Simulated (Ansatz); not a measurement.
Here is the system:

```xyz
8
Lattice="-2.8039 2.8039 5.5482 2.8039 -2.8039 5.5482 2.8039 2.8039 -5.5482" Properties=species:S:1:pos:R:3 pbc="T T T"
Cu     0.0000     2.8039     2.7741
Cu     0.0000     0.0000     0.0000
Ga     2.8039     0.0000     2.7741
Ga     0.0000     0.0000     5.5482
Se     1.4020     1.3148    -1.3871
Se     1.4020     1.4891     4.1612
Se     1.4891    -1.4020     6.9353
Se     1.3148     4.2059     1.3871
```

No spin polarisation.

1.22 electrons added to each cell, a density of 7.0×10^21 cm⁻³, with a uniform compensating background at fixed cell and a 300 K Fermi–Dirac width.

All numbers come from r2SCAN (Ansatz, a program for electronic structure), without spin-orbit coupling, earlier PAW set. Settings: 12×12×12 k-points, 0.0259 eV Fermi–Dirac smearing.

Predict the gap between the host's bands and gap character.

The gap between the host's bands is 0.35 eV and the gap character is direct at Γ.

Carriers are added with a uniform compensating background; total energy and stress of such cells depend on the potential's zero and are not compared; many-body gap narrowing is missing at this level. Whether these cells are dynamically stable was not tested. The final runs are not spin-polarised. The cell was made from GaCuSe2 in the chalcopyrite structure (space group I-42d, No. 122) by this change: electrons 7.0×10^21 cm⁻³.
